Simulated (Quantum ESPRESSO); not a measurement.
Quantum ESPRESSO run on Ti3Al (P-6m2, 4 atoms in the cell): self-consistent single point.

Method of the run: PBEsol, GBRV 1.5 ultrasoft (PBESOL) pseudopotentials (plane waves; Quantum ESPRESSO).

The change in words: lattice scaled by 0.98. Reference geometry:
```xyz
4
Lattice="2.9275 0.0000 0.0000 -1.4638 2.5353 0.0000 0.0000 0.0000 9.2264" Properties=species:S:1:pos:R:3 pbc="T T T"
Ti     1.4638     0.8451     0.0000
Ti     0.0000     1.6902     6.9252
Ti     0.0000     1.6902     2.3011
Al     1.4638     0.8451     4.6132
```

Reference input (self-consistent single point, DFT, PBEsol, plane waves, GBRV 1.5 ultrasoft (PBESOL) pseudopotentials): ecutwfc = 50 Ry; ecutrho = 400 Ry; occupations = smearing; smearing = gaussian; degauss = 0.0099958 Ry; potentials = {Ti: ti_pbesol_v1.4.uspp.F.UPF, Al: al_pbesol_v1.uspp.F.UPF}; K_POINTS = automatic 10 10 3 0 0 0; conv_thr = 1e-10 Ry; mixing_beta = 0.4. This run's input differs from it in these lines:

```diff
@@ -26,5 +26,5 @@
 CELL_PARAMETERS {angstrom}
-   2.9275399939     0.0000000000     0.0000000000
-  -1.4637699969     2.5353240053     0.0000000000
-   0.0000000000     0.0000000000     9.2263600000
+   2.8689893711     0.0000000000     0.0000000000
+  -1.4344946856     2.4846176786     0.0000000000
+   0.0000000000     0.0000000000     9.0418330000
 ATOMIC_POSITIONS {crystal}
```

Output (repeated stretches shortened):

```
     Self-consistent Calculation

     iteration #  1     ecut=    50.00 Ry     beta= 0.40

     negative rho (up, down):  2.995E-03 0.000E+00

     total energy              =    -362.65616856 Ry
     estimated scf accuracy    <       3.70275617 Ry

     iteration #  2     ecut=    50.00 Ry     beta= 0.40

     negative rho (up, down):  2.096E-03 0.000E+00

     total energy              =    -362.77054288 Ry
     estimated scf accuracy    <      22.05071056 Ry

     iteration #  3     ecut=    50.00 Ry     beta= 0.40

     negative rho (up, down):  1.982E-03 0.000E+00

     total energy              =    -363.91109538 Ry
     estimated scf accuracy    <       1.09859088 Ry

   [... 13 blocks of this kind left out ...]

     iteration # 17     ecut=    50.00 Ry     beta= 0.40

     negative rho (up, down):  1.359E-03 0.000E+00

     total energy              =    -364.13789914 Ry
     estimated scf accuracy    <          2.1E-10 Ry

     iteration # 18     ecut=    50.00 Ry     beta= 0.40

     negative rho (up, down):  1.359E-03 0.000E+00
     End of self-consistent calculation

     the Fermi energy is    12.5864 ev

!    total energy              =    -364.13789914 Ry
     estimated scf accuracy    <          6.8E-11 Ry
     smearing contrib. (-TS)   =      -0.00216600 Ry
     internal energy E=F+TS    =    -364.13573313 Ry

     convergence has been achieved in  18 iterations

     negative rho (up, down):  1.359E-03 0.000E+00

     Forces acting on atoms (cartesian axes, Ry/au):

     atom    1 type  1   force =     0.00000000    0.00000000    0.00000000
     atom    2 type  1   force =     0.00000000    0.00000000    0.00174328
     atom    3 type  1   force =     0.00000000    0.00000000   -0.00174328
     atom    4 type  2   force =     0.00000000    0.00000000    0.00000000

     Total force =     0.002465     Total SCF correction =     0.000036

     negative rho (up, down):  1.359E-03 0.000E+00
          total   stress  (Ry/bohr**3)                   (kbar)     P=       35.99
   0.00022538   0.00000000   0.00000000           33.15        0.00        0.00
   0.00000000   0.00022538  -0.00000000            0.00       33.15       -0.00
   0.00000000  -0.00000000   0.00028313            0.00       -0.00       41.65

   JOB DONE.
```

The run converged in 18 iterations. Against the reference run the free energy stays essentially unchanged (within 1 meV/atom), the pressure goes from -3.47 to 3.60 GPa and the largest force goes from 0.078 to 0.045 eV/Å.

The starting cell comes from a database of computed structures (which also holds hypothetical and non-ambient phases and stackings), without a prior relaxation at this level. For this run, on top of that: lattice scaled by 0.98. Spin polarisation is off. With a pressure of about 4 GPa the cell is away from its equilibrium volume at this level.

Cost on one core of a shared machine: roughly 60 s.
